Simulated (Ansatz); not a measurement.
## What isotropic strain −1.50 % does to GaP

Start from GaP in the zinc blende structure (space group F-43m, No. 216; a = 5.3914 Å).

One thing is altered: every lattice vector is shortened by 1.50 %; the atoms relax in the strained cell.

All numbers come from LDA/PAW in Ansatz (a quantum-chemistry and plane-wave program), no spin-orbit coupling. Settings: 11×11×11 k-points, 0.05 eV Fermi–Dirac smearing.

The volume per atom drops by 0.87 Å³ (19.59 Å³ → 18.72 Å³) and the shortest interatomic distance falls by 0.035 Å, from 2.335 Å to 2.300 Å. The energy grows by 12 meV/atom and the pressure goes up by 4.513 GPa to 4.51 GPa. The band gap falls by 0.087 eV (1.38 eV → 1.30 eV) and the gap character remains indirect, Γ → Γ–X (87 % along). The smallest direct gap increases by 0.38 eV (1.88 eV → 2.26 eV) and the mean gap deformation potential ΔEg/Δln V is +1.9 eV. The width of the top valence band grows by 0.235 eV (3.63 eV → 3.87 eV) and the electron mass becomes 1.2 mₑ along k, 0.22 mₑ across (off the special points) (base: 1.1 mₑ along k, 0.22 mₑ across (off the special points)). The hole mass (degenerate bands, along [100]) becomes 0.13, 0.34, 0.34 mₑ (at Γ) (base: 0.11, 0.36, 0.36 mₑ (at Γ)) and the valley order (the lowest conduction-band minima on the path, energy above the VBM, named in the base's zone) becomes a point along ⟨100⟩, about 1.0 Å⁻¹ from Γ 1.30 eV; L along ⟨111⟩ 1.74 eV; Γ 2.26 eV (base: a point along ⟨100⟩, about 1.0 Å⁻¹ from Γ 1.38 eV; L along ⟨111⟩ 1.60 eV; Γ 1.88 eV).

Final structure:

```xyz
2
Lattice="0.0000 2.6553 2.6553 2.6553 0.0000 2.6553 2.6553 2.6553 0.0000" Properties=species:S:1:pos:R:3 pbc="T T T"
Ga     0.0000     0.0000     0.0000
P      1.3276     1.3276     1.3276
```

Masses are band curvatures over ±0.01 Å⁻¹ around the edge. Along k means along the line from Γ to the band edge. Stability against distortions was not tested.
